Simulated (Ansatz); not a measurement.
System: Au-vacancy pair (Au on one host Al site, one Al site vacant) in fcc Al (neutral cell). The step: the Au atom itself jumps into the vacancy (Au-vacancy distance between ideal sites 2.86 Å throughout); the atom moves 2.71 Å along (0.00, 0.47, 0.47) of the unit cell; the moving atom starts with neighbours 4 Al at 2.80, 2 Al at 2.87, 4 Al at 2.90, Al at 2.95 Å and ends with 4 Al at 2.80, 2 Al at 2.87, 4 Al at 2.90, Al at 2.95 Å. A PBE band in Ansatz (plane-wave PAW, a 3×3×3 k-point mesh shifted by half a step, 32 host sites, 17 SCF runs with any check of the saddle's order, static, no finite-size correction) gives a forward barrier of 0.42 eV. The saddle point's order was not checked, and it lies on a symmetry element of the cell, where a band can be held. Forms of the defect that were not tried may lie lower.

Single points at the band's start and saddle point can refine it. Rough cost of one point, in units of the band's mean SCF on the same machine:

```csv
Level,Cost of one point
"PBE, a 5×5×5 k-point mesh shifted by half a step",about 4
"r2SCAN at 500 eV, a 3×3×3 k-point mesh shifted by half a step",under 2
```

Question: Which of these move the barrier by more than 0.1 eV, and how far does each move it?

Answer: Not one does. PBE, a 5×5×5 k-point mesh shifted by half a step: +0.02 eV; r2SCAN at 500 eV, a 3×3×3 k-point mesh shifted by half a step: +0.03 eV. Each functional is compared with PBE at the same k-points.

Ansatz is a quantum-chemistry and plane-wave program.
